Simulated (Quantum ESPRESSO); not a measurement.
Quantum ESPRESSO run on NaTlO (P6_3mc, 6 atoms in the cell): self-consistent single point.

Method: PBEsol, GBRV 1.5 ultrasoft (PBESOL) pseudopotentials (plane waves; Quantum ESPRESSO).

The change in words: lattice scaled by 0.98. Reference geometry:
```
NaTlO
1.0
    3.48439     0.00000     0.00000
   -1.74219     3.01757     0.00000
    0.00000     0.00000    11.39459
Na Tl O
2 2 2
Direct
  0.66667   0.33333   0.89389
  0.33333   0.66667   0.39389
  0.33333   0.66667   0.11572
  0.66667   0.33333   0.61572
  0.00000   0.00000   0.99040
  0.00000   0.00000   0.49040
```

Reference input (self-consistent single point, DFT, PBEsol, plane waves, GBRV 1.5 ultrasoft (PBESOL) pseudopotentials): ecutwfc = 40 Ry; ecutrho = 200 Ry; occupations = fixed; K_POINTS = automatic 7 7 2 0 0 0; nbnd = 32; conv_thr = 1e-10 Ry; mixing_beta = 0.3. This run's input differs from it in these lines:

```diff
@@ -35,5 +35,5 @@
 CELL_PARAMETERS angstrom
-   3.4843898518     0.0000000000     0.0000000000
-  -1.7421949259     3.0175701284     0.0000000000
-   0.0000000000     0.0000000000    11.3945900000
+   3.4147021857     0.0000000000     0.0000000000
+  -1.7073510928     2.9572188392     0.0000000000
+   0.0000000000     0.0000000000    11.1666980000
```

Output, abridged:

```
     Self-consistent Calculation

     iteration #  1     ecut=    40.00 Ry     beta= 0.30

     negative rho (up, down):  1.011E-01 0.000E+00

     total energy              =    -543.85997163 Ry
     estimated scf accuracy    <       1.92137691 Ry

     iteration #  2     ecut=    40.00 Ry     beta= 0.30

     negative rho (up, down):  1.019E-01 0.000E+00

     total energy              =    -544.30132391 Ry
     estimated scf accuracy    <       0.15501032 Ry

     iteration #  3     ecut=    40.00 Ry     beta= 0.30

     negative rho (up, down):  1.043E-01 0.000E+00

     total energy              =    -544.31581462 Ry
     estimated scf accuracy    <       0.02945970 Ry

   [... 11 blocks of this kind left out ...]

     iteration # 15     ecut=    40.00 Ry     beta= 0.30

     negative rho (up, down):  1.049E-01 0.000E+00

     total energy              =    -544.32185331 Ry
     estimated scf accuracy    <          2.9E-10 Ry

     iteration # 16     ecut=    40.00 Ry     beta= 0.30

     negative rho (up, down):  1.049E-01 0.000E+00
     End of self-consistent calculation

     highest occupied, lowest unoccupied level (ev):     6.2688    7.2245

!    total energy              =    -544.32185331 Ry
     estimated scf accuracy    <          9.9E-12 Ry

     convergence has been achieved in  16 iterations

     negative rho (up, down):  1.049E-01 0.000E+00

     Forces acting on atoms (cartesian axes, Ry/au):

     atom    1 type  1   force =    -0.00000000    0.00000000   -0.01274535
     atom    2 type  1   force =     0.00000000   -0.00000000   -0.01274535
     atom    3 type  2   force =    -0.00000000    0.00000000    0.01416583
     atom    4 type  2   force =    -0.00000000    0.00000000    0.01416583
     atom    5 type  3   force =     0.00000000    0.00000000   -0.00142049
     atom    6 type  3   force =     0.00000000    0.00000000   -0.00142049

     Total force =     0.027023     Total SCF correction =     0.000015

     negative rho (up, down):  1.049E-01 0.000E+00
          total   stress  (Ry/bohr**3)                   (kbar)     P=       23.47
   0.00015233  -0.00000000  -0.00000000           22.41       -0.00       -0.00
  -0.00000000   0.00015233  -0.00000000           -0.00       22.41       -0.00
   0.00000000   0.00000000   0.00017403            0.00        0.00       25.60

   JOB DONE.
```

The run converged in 16 iterations. Against the reference run the free energy goes up by 10.3 meV/atom, the pressure goes from -0.95 to 2.35 GPa, the largest force goes from 0.123 to 0.364 eV/Å and the gap on the mesh goes from 0.988 to 0.956 eV.

The starting cell comes from a database of computed structures (which also holds hypothetical and non-ambient phases and stackings), without a prior relaxation at this level. For this run, on top of that: lattice scaled by 0.98. Spin-orbit coupling is off.
